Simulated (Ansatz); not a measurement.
Input:

```
CELL_PARAMETERS angstrom
      3.68204     0.00000     0.00000
      1.84102     3.18874     0.00000
      0.00000     0.00000    36.18110
ATOMIC_POSITIONS crystal
  S  0.33333 0.83333 0.20694
  Al 0.66667 0.16667 0.23338
  S  0.66667 0.16667 0.29296
  Mg 0.33333 0.83333 0.33112
  S  0.00000 0.50000 0.36928
  Al 0.00000 0.50000 0.42885
  S  0.33333 0.83333 0.45521
  S  0.00000 0.50000 0.54479
  Al 0.33333 0.83333 0.57115
  S  0.33333 0.83333 0.63072
  Mg 0.00000 0.50000 0.66888
  S  0.66667 0.16667 0.70704
  Al 0.66667 0.16667 0.76662
  S  0.00000 0.50000 0.79306
```

No spin polarisation.

All numbers come from Ansatz (a program for electronic structure), r2SCAN+rVV10, PAW, cutoff 500 eV, no spin-orbit coupling. Γ-centred 10×10×1 mesh, Fermi–Dirac width 0.05 eV. The cell is a slab with vacuum along z.

### Question
Predict the band gap, valence-band top at Γ and smallest direct gap.

### Answer
- Band gap = 2.48 eV
- Valence-band top at Γ (three highest levels, from the VBM) = 0.00, 0.00, 0.00 eV
- Smallest direct gap = 2.79 eV

Semilocal Kohn–Sham gaps tend to fall short of experiment. Whether these cells are dynamically stable was not tested. The cell was made from MgAl2S4 (space group R-3m, No. 166; a cell from a computed database, its experimental status unchecked; layered, stacked along the Cartesian z axis) by this change: a free-standing slab of 2 layers (14 atoms, 7 a layer) is cut normal to the stacking axis, with 15 Å of vacuum and the in-plane cell relaxed.
